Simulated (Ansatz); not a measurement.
For PtGa2 (model structure, started from the C15 type, Fd-3m, No. 227, 6 atoms in the cell), LDA in Ansatz (plane waves, PAW) gives:

```
Quantity                  Result
------------------  ------------
lattice constant a       7.126 Å
bulk modulus             131 GPa
cohesive energy     4.51 eV/atom
```

Q: What does r²SCAN (Ansatz, an electronic-structure program, plane waves, PAW) give for the same quantities?

A: 
- lattice constant a: 7.217 Å (increases by 1.3 %)
- bulk modulus: 117 GPa (falls by 11 %)
- cohesive energy: 3.61 eV/atom (drops by 0.90 eV/atom)

Changes are worked out from the printed values.

Unless a cell is named, each level is at its own relaxed cell (LDA 15.08, r²SCAN 15.66 Å³/atom).

Levels without +SOC leave out spin–orbit coupling, which shifts energies and cells of such heavy elements.

The crystal itself was run without spin with LDA, r²SCAN; a magnetic state was not tried in these runs.

Caveats: the bulk modulus is −V dP/dV from two relaxed cells at ±2 % in volume (LDA, r²SCAN). Ansatz's density-functional and Hartree–Fock values are scalar-relativistic unless marked +SOC, with PAW data made under PBE.

A model structure was made by putting elements into a prototype or built by hand; it is no filed structure, need not be a known phase, and can be a saddle point held by its symmetry.
